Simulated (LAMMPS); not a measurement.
Surface tension of liquid Cu over temperature.

Computed with classical MD, pair style eam/alloy, file Cu_zhou.eam.alloy (LAMMPS).

| T (K) | surface tension | excess energy |
|---|---|---|
| 1360 | 1.08 ± 0.02 N/m | 1.3 J/m² |
| 1560 | 1.04 ± 0.02 N/m | 1.3 J/m² |
| 1830 | 1.00 ± 0.02 N/m | 1.3 J/m² |

The ± values are statistical; the model's systematic error is not in them.
